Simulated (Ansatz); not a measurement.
A self-consistent single point of a (001) slab of CuAgO2 (cut from a parent of space group no. 47; 8 atoms in the cell) with Ansatz (an electronic-structure program).

Method of the run: LDA (PW92), default PAW files made with PBE (plane waves; Ansatz).

The change in words: vacuum of 3 angstrom (first run: 14 Å). Reference geometry:
```xyz
8
Lattice="2.8080 0.0000 0.0000 0.0000 3.3438 0.0000 0.0000 0.0000 23.3166" Properties=species:S:1:pos:R:3 pbc="T T T"
Cu     1.4040     1.6719     8.2346
Ag     0.0000     0.0000    10.9286
O      0.0000     1.6719     7.0000
O      0.0000     1.6719     9.4693
Cu     1.4040     1.6719    13.6226
Ag     0.0000     0.0000    16.3166
O      0.0000     1.6719    12.3880
O      0.0000     1.6719    14.8573
```

Reference input (self-consistent single point, DFT, LDA (PW92), plane waves, default PAW files made with PBE): basis.ecutwfc = 30.9 Ry; kpoints.mp_grid.grid = 9 8 1; hamiltonian.xc = lda; hamiltonian.pseudopotentials = {kind: paw} (the program's default PAW files); scf.occupations.method = fermi_dirac; scf.occupations.width = 0.0073 Ry. This run's input differs from it in these lines:

Ansatz 0.2 input:
```diff
@@ -4,12 +4,12 @@
     - [0.00000000, 3.34382800, 0.00000000]
-    - [0.00000000, 0.00000000, 23.31661000]
+    - [0.00000000, 0.00000000, 12.31661800]
   atoms:
-    - { symbol: Cu, position: [0.50000000, 0.50000000, 0.35316500] }
-    - { symbol: Ag, position: [0.00000000, 0.00000000, 0.46870500] }
-    - { symbol: O, position: [0.00000000, 0.50000000, 0.30021500] }
-    - { symbol: O, position: [0.00000000, 0.50000000, 0.40611800] }
-    - { symbol: Cu, position: [0.50000000, 0.50000000, 0.58424400] }
-    - { symbol: Ag, position: [0.00000000, 0.00000000, 0.69978500] }
-    - { symbol: O, position: [0.00000000, 0.50000000, 0.53129500] }
-    - { symbol: O, position: [0.00000000, 0.50000000, 0.63719900] }
+    - { symbol: Cu, position: [0.50000000, 0.50000000, 0.22202600] }
+    - { symbol: Ag, position: [0.00000000, 0.00000000, 0.44075500] }
+    - { symbol: O, position: [0.00000000, 0.50000000, 0.12178700] }
+    - { symbol: O, position: [0.00000000, 0.50000000, 0.32227200] }
+    - { symbol: Cu, position: [0.50000000, 0.50000000, 0.65948200] }
+    - { symbol: Ag, position: [0.00000000, 0.00000000, 0.87821300] }
+    - { symbol: O, position: [0.00000000, 0.50000000, 0.55924500] }
+    - { symbol: O, position: [0.00000000, 0.50000000, 0.75973200] }
 basis:
```

Output, abridged:

```
SCF iter   1: F=—  HF=-30240.047369 eV  |F-HF|=—  |Δ(HF+E_count)|=         —  Δρ=2.38e-2  dr2=9.86e-1  ethr=1.77e-3  ⟨swp⟩=5.7  Hψ=5346  notcnv=0  defer=25
all-band conjugate gradients solve this SCF's bands
preconditioner: auto → LDOS
SCF iter   2: F=—  HF=-30240.023324 eV  |F-HF|=—  |Δ(HF+E_count)|=   2.40e-2  Δρ=2.42e-2  dr2=4.36e-1  ethr=9.86e-4  ⟨swp⟩=2.0  Hψ=2674  notcnv=0  defer=61
   [... lines left out ...]
SCF iter   7: F=—  HF=-30239.899660 eV  |F-HF|=—  |Δ(HF+E_count)|=   1.54e-5  Δρ=1.20e-4  dr2=1.31e-5  ethr=1.55e-7  ⟨swp⟩=2.0  Hψ=1853  notcnv=0  defer=60
SCF iter   8: F=—  HF=-30239.899656 eV  |F-HF|=—  |Δ(HF+E_count)|=   3.90e-6  Δρ=4.95e-5  dr2=2.19e-6  ethr=1.31e-8  ⟨swp⟩=2.2  Hψ=2060  notcnv=0  defer=60
SCF iter   9: F=—  HF=-30239.899656 eV  |F-HF|=—  |Δ(HF+E_count)|=   1.26e-7  Δρ=1.42e-5  dr2=2.00e-7  ethr=2.19e-9  ⟨swp⟩=1.8  Hψ=1858  notcnv=0  defer=60
SCF iter  10: F=-30239.899656 eV  HF=-30239.899656 eV  |F-HF|=7.68e-9  |Δ(HF+E_count)|=   1.38e-8  Δρ=3.50e-6  dr2=1.09e-8  ethr=1.00e-10  ⟨swp⟩=9.6  Hψ=5361  notcnv=0
SCF 1 converged in 10 iterations: F = -30239.899656 eV  dr2 = 1.09e-8
Free energy (F): -30239.899656 eV
Internal energy: -30239.778992 eV  (E = F + TS)
E sigma→0 (E₀):  -30239.839324 eV
Entropy (-TS):   -0.120663 eV (-15.083 meV/atom)
Fermi energy:    8.262085 eV
--- Forces (eV/Å), atoms counted from 1 ---
  atom   1  Cu     0.00000000    -0.00000000    -1.39533706
  atom   2  Ag    -0.00000000     0.00000000    -0.12747341
  atom   3  O     -0.00000000    -0.00000000     1.39616399
  atom   4  O     -0.00000000    -0.00000000     0.05845640
  atom   5  Cu     0.00000000     0.00000000     0.20959606
  atom   6  Ag    -0.00000000     0.00000000     0.15170447
  atom   7  O      0.00000000    -0.00000000    -0.12974278
  atom   8  O      0.00000000    -0.00000000    -0.16337133
--- Stress (GPa, compression-positive) ---
       -9.443960       0.000000      -0.000000
        0.000000      -4.699959       0.000000
       -0.000000       0.000000     -12.375297
  P = ⅓ Tr σ = -8.8397 GPa (-88.397 kbar)
  The stress holds the Pulay correction. Without it, at fixed plane waves, as pw.x and ABINIT print it: P = -9.4562 GPa
```

The run converged in 10 iterations. Against the reference run the free energy falls by 63.9 meV/atom and the largest force goes from 2.205 to 1.396 eV/Å.

The starting cell comes from a database of computed structures (which also holds hypothetical and non-ambient phases and stackings), without a prior relaxation at this level. The slab is cut from that crystal, and its faces are unrelaxed. Its lattice was rescaled by up to half a per cent. Spin polarisation is off, so a magnetic state, if there is one, cannot be reached. The two faces of this cut differ, and no dipole correction was used. Forces in this geometry exceed 1 eV/Å.
